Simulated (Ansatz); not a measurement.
Structures of equal composition on the (0001) surface of hcp Ti: clean 1x1; top plane shifted to the other hollow. The slabs share one bottom face, and each structure is named by its start. These are constructed structures in small cells; real faces may alloy, dewet or reconstruct in larger ones, and not all known structures of the face are among them. Slabs of about 12 Å with all that they carry, Fermi-Dirac smearing of 0.1 eV. Bottom of the slabs: a bare face, its two planes held. Relaxed from the named starts with such symmetry as they have, on meshes of like density; energies extrapolated to zero smearing; no spin-orbit coupling, no U. Spin-polarised runs, if any, are marked in brackets, and their order is one that fits the cell; the others ran without spin.

All values below come from PBE (plane waves to 420 eV, PAW; Ansatz, an electronic-structure program).

Q: Rank these by energy per 1x1 cell (lowest first), as PBE gives it.

A: clean 1x1 (0.000 eV), top plane shifted to the other hollow (0.058 eV)
